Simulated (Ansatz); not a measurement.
# MoSi2 under a change: Si → Pb

Take MoSi2 (space group I4/mmm, No. 139; a = 3.2169 Å, c = 7.8730 Å) as the base.

The change: full substitution Si → Pb, then cell and atoms are relaxed.

Calculations: DFT with PBE, PAW potentials and a 420 eV plane-wave cutoff in Ansatz (a quantum-chemistry and plane-wave program), no spin-orbit coupling. k-mesh 18×18×18 (Γ-centred); smearing 0.05 eV (Fermi–Dirac), for the changed cell.

| quantity | base | changed | shift |
|---|---|---|---|
| volume per atom | 13.58 Å³ | 22.67 Å³ | +9.09 Å³ |
| density | 6.20 g/cm³ | 12.46 g/cm³ | +6.26 g/cm³ |
| c/a ratio | 2.447 | 2.715 | +0.268 |
| shortest interatomic distance | 259.6 pm | 302.2 pm | +42.6 pm |
| band gap | zero | zero | – |

No phonon test of stability was made. As relaxed here, MoPb2 is a hypothetical phase, not in the database extracts checked. The final runs are not spin-polarised. MoPb2 has a high density of states at the Fermi level and may be magnetic at this level.
